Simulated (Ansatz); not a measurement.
Take InP in the zinc blende structure (space group F-43m, No. 216; a = 5.8784 Å) as the base. Axes: x, y, z lie along the cube axes.

The values are results of PBEsol (Ansatz, a quantum-chemistry and plane-wave program, PAW, scalar-relativistic without spin-orbit coupling), not measurements.

Base values:

| Item | Value |
|---|---|
| Gap character | direct at Γ |
| Band gap | 0.57 eV |

Modification: tensor shear ε_xy = +0.86 % (engineering shear γ = 0.0172); the atoms relax in the strained cell.

Problem. Predict the new gap character.

Solution. The gap character remains direct at Γ.

Problem. What does the calculation give for the band gap after the change?

Solution. The band gap falls by 0.06 eV, from 0.57 eV to 0.51 eV.

Whether these cells are dynamically stable was not tested. k-point labels follow each cell's own Brillouin zone.
